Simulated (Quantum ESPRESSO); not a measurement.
A working Quantum ESPRESSO input for CaGa (Cmcm, 4 atoms in the cell) (DFT, PBEsol, plane waves, PseudoDojo standard norm-conserving (PBESOL) pseudopotentials):

```fortran
&control
    calculation = 'scf',
    prefix = 'caga',
    outdir = './out',
    pseudo_dir = './',
    tprnfor = .true.,
    tstress = .true.,
/
&system
    ibrav = 0,
    nat = 4,
    ntyp = 2,
    ecutwfc = 80,
    occupations = 'smearing',
    smearing = 'cold',
    degauss = 0.0073499,
/
&electrons
    conv_thr = 1.0d-10,
    mixing_beta = 0.4,
/
ATOMIC_SPECIES
Ca    40.0780  Ca.upf
Ga    69.7230  Ga.upf
ATOMIC_POSITIONS alat
Ca    0.351106254    0.270301368    0.536411900
Ca    0.351106254   -0.270301368    0.178803967
Ga    0.351106254    0.814630718    0.536411900
Ga    0.351106254   -0.814630718    0.178803967
K_POINTS automatic
6 6 5  0 0 0
CELL_PARAMETERS angstrom
   2.095428000    -5.588120000     0.000000000
   2.095428000     5.588120000     0.000000000
   0.000000000     0.000000000     4.268461000
```

The run converged in 10 iterations: free energy E − TS -6260.1872 eV; Fermi level (on the code's own zero) 8.07 eV; pressure 0.68 GPa; largest force (vector length) 0.080 eV/Å. Each of these slips is then made, one at a time:

(1)
```diff
-Ca    40.0780  Ca.upf
-Ga    69.7230  Ga.upf
+Ca    40.0780  Ga.upf
+Ga    69.7230  Ca.upf
-Ca    0.351106254    0.270301368    0.536411900
-Ca    0.351106254   -0.270301368    0.178803967
-Ga    0.351106254    0.814630718    0.536411900
-Ga    0.351106254   -0.814630718    0.178803967
+Ca  0.351106254    0.270301368    0.536411900
+Ca  0.351106254   -0.270301368    0.178803967
+Ga  0.351106254    0.814630718    0.536411900
+Ga  0.351106254   -0.814630718    0.178803967
```

(2)
```diff
-    degauss = 0.0073499,
+    degauss = 0.2,
```

Q: Predict the outcome of each change.

A: 
(1) Potential files assigned to the wrong elements. The run converged in 12 iterations without an error; against the sound input the pressure goes from 0.68 to 1.61 GPa and the largest force goes from 0.080 to 2.851 eV/Å.

(2) A smearing width that is far too large. The run converged in 11 iterations without an error; against the sound input the free energy drops by 226 meV/atom, the pressure goes from 0.68 to 1.83 GPa and the largest force goes from 0.080 to 0.330 eV/Å.

The starting cell comes from a database of computed structures (which also holds hypothetical and non-ambient phases and stackings), without a prior relaxation at this level. Its lattice was rescaled by a random factor within 2.5 % of one.

Left out of this page: 4 runs of the series outside the window shown, repeating another row's setting, or not comparable.
